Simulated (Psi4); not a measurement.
Psi4 1.11, WB97X/def2-svp: Ca(Cl)(OMe)(OH2)2 (C[O][Ca](<-[OH2])(<-[OH2])[Cl]), 13 atoms. The geometry is a generated start, not checked to be a minimum at this level.

```yaml
task: energy
method: wb97x
basis: def2-svp
memory: 3 GB
maxiter: 100
keys_of_the_molecule_block: symmetry c1
scf_type: df (default)
e_convergence: 1e-06 (default)
d_convergence: 1e-06 (default)
dft_radial_points: 75 (default)
dft_spherical_points: 302 (default)
basis_functions: 133
grid_points: 278136
```

```xyz
13

Ca    -1.1293     0.2693     0.8689
Cl     0.1216     1.1663     2.7589
O      0.3619    -0.1271    -0.4636
C      0.3443    -0.7195    -1.7207
H     -0.0644    -0.0361    -2.4819
H      1.3678    -0.9822    -2.0208
H     -0.2593    -1.6419    -1.7333
O     -0.6842     2.3245    -0.0114
H     -0.0348     1.7458    -0.4659
H     -0.1942     2.6435     0.7632
O     -0.3002    -1.7408     1.5035
H      0.2423    -1.4986     2.2670
H      0.2284    -1.4031     0.7362
```

With the defaults (diis = true, scf_initial_accelerator = adiis, damping_percentage = 0, soscf = false, soscf_start_convergence = 0.01, guess = auto, which took SAD, diis_max_vecs = 10, level_shift = 0, level_shift_cutoff = 0.01) it converges in 9 SCF iterations. One run each on 2 threads, with these changes:
- soscf = true, soscf_start_convergence = 0.1
- guess = sapgau
- damping_percentage = 20
- soscf = true, soscf_start_convergence = 0.001
- guess = sadno
- level_shift = 0.1, level_shift_cutoff = 0.001
- scf_initial_accelerator = ediis
- diis = false, scf_initial_accelerator = none, damping_percentage = 60
- diis_max_vecs = 6

**Question.** Name the settings that don't reach the solution of the defaults.

**Answer.** No convergence: diis = false, scf_initial_accelerator = none, damping_percentage = 60 (the run ends without SCF convergence in 100 iterations). The rest reach the solution of the defaults.

```tsv
setting	SCF iterations	JK calls	end
soscf = true, soscf_start_convergence = 0.001	6	17	same solution
soscf = true, soscf_start_convergence = 0.1	6	22	same solution
the defaults	9	10	same solution
scf_initial_accelerator = ediis	9	10	same solution
diis_max_vecs = 6	9	10	same solution
level_shift = 0.1, level_shift_cutoff = 0.001	9	10	same solution
guess = sadno	10	10	same solution
guess = sapgau	11	11	same solution
damping_percentage = 20	18	19	same solution
diis = false, scf_initial_accelerator = none, damping_percentage = 60	100	101	no convergence
```

An SOSCF iteration holds several JK calls; a Hückel guess adds calls on atoms.
